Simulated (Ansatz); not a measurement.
Take CoCl2 in the CdI2 type structure (space group P-3m1, No. 164; a = 3.5260 Å, c = 5.6970 Å; ferromagnetic; a model cell, its experimental status unchecked; layered, stacked along the Cartesian z axis) as the base. Axes: x lies along a and z along c of the hexagonal cell.

Level of theory: r2SCAN+rVV10, PAW, 500 eV (Ansatz, a quantum-chemistry and plane-wave program; scalar-relativistic without spin-orbit coupling).

Strains are applied to the cell and any free atomic positions relax; under biaxial strain the out-of-plane vector relaxes too.

One change was made to it. Results:

The magnetic state remains ferromagnetic; the band gap grows by 0.01 eV to 1.51 eV.

Question: Which change produced these results?
A. biaxial strain −2.45 %, plane normal [001], relaxed out of plane
B. biaxial strain +4.43 %, plane normal [001], relaxed out of plane
C. uniaxial strain ε_yy = +0.76 %

Answer: C, uniaxial strain ε_yy = +0.76 %. For comparison, the band gap in the other runs: biaxial strain +4.43 %, plane normal [001], relaxed out of plane gives 1.65 eV; biaxial strain −2.45 %, plane normal [001], relaxed out of plane gives 1.40 eV.

No phonon test of stability was made. No Hubbard U is applied and the magnetic state is the run's own (CoCl2 ferromagnetic); other magnetic orders, which need larger cells, were not tried and can change the gap.
